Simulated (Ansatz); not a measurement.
Defect migration in monoclinic ZrO2: interstitial Li, charge state +1. The step: Li moves alone to another site; the atom moves 3.39 Å along (0.00, 0.39, 0.50) of the unit cell; the moving atom starts with neighbours O at 1.81, O at 1.88, O at 2.07, O at 2.18, O at 2.25 Å and ends with O at 1.81, O at 1.88, O at 2.07, O at 2.18, O at 2.25 Å. A PBE band in Ansatz (plane-wave PAW, the Γ point alone, 96 host sites, 37 SCF runs with any check of the saddle's order, static, no finite-size correction) gives a forward barrier of 1.06 eV. The saddle point's order was not checked. The charge state is imposed; whether it is stable for some Fermi level was not computed. Sites that were not tried may lie lower.

Single points at the band's start and saddle point can refine it. Rough cost of one point, in units of the band's mean SCF on the same machine:

| Level | Cost of one point |
|---|---|
| PBE, a 2×2×2 k-point mesh shifted by half a step | about 8 |
| r2SCAN at 500 eV, the Γ point alone | about 2 |

**Question.** Which of these move the barrier by more than 0.1 eV, and how far does each move it?

**Answer.** Not one does. PBE, a 2×2×2 k-point mesh shifted by half a step: +0.01 eV; r2SCAN at 500 eV, the Γ point alone: +0.02 eV. Each functional is compared with PBE at the same k-points.

Ansatz is a quantum-chemistry and plane-wave program.
